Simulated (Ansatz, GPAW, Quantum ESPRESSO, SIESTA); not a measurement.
# Code comparison for La (P6_3/mmc, 2 atoms in the cell)

Self-consistent single point.

```xyz
2
Lattice="3.7463 0.0000 0.0000 -1.8731 3.2444 0.0000 0.0000 0.0000 6.0824" Properties=species:S:1:pos:R:3 pbc="T T T"
La     0.0000     2.1629     1.5206
La     1.8731     1.0815     4.5618
```

Shared settings, as Ansatz (an electronic-structure program) writes them: kpoints.mp_grid.grid = 6 6 3; scf.occupations.method = gaussian; scf.occupations.width = 0.136 eV. Potentials and cutoffs stand in the table.

```json
[
 {"code": "GPAW", "model": "PBE, GPAW PAW datasets PBE (gpaw-data 1.0.1)", "pressure (GPa)": "0.39", "cutoff": "850 eV"},
 {"code": "SIESTA", "model": "GGA PBE, numerical atomic orbitals DZP, PseudoDojo PBE standard norm-conserving potentials (rewritten from UPF to PSML)", "pressure (GPa)": "0.74", "cutoff": "grid 350 Ry"},
 {"code": "Quantum ESPRESSO", "model": "PBE, GBRV 1.5 ultrasoft (PBE) pseudopotentials", "pressure (GPa)": "0.47", "cutoff": "40 Ry"},
 {"code": "Ansatz", "model": "PBE, default PAW files", "pressure (GPa)": "0.27", "cutoff": "420 eV"}
]
```

The spread over the programs that give each value: pressure within 0.47 GPa.

SIESTA uses small atom-centred bases, whose incompleteness enters pressures, forces and empty levels differently from a plane-wave cutoff. Ansatz's pressure is given at a fixed set of plane waves, as the other plane-wave codes print theirs.

On the base mesh (13 13 7) the same programs gave: Ansatz pressure 0.44 GPa; Quantum ESPRESSO pressure 0.62 GPa; GPAW pressure 0.56 GPa; SIESTA pressure 0.79 GPa.

The starting cell was generated: these elements placed on a structure prototype, without a prior relaxation; it need not be a known phase or ordering of this composition. Its lattice was rescaled by a random factor within 2.5 % of one.

Left out of this page: Elk and FLEUR (not drawn, or without a comparable value).

Keys are those of Ansatz 0.2.
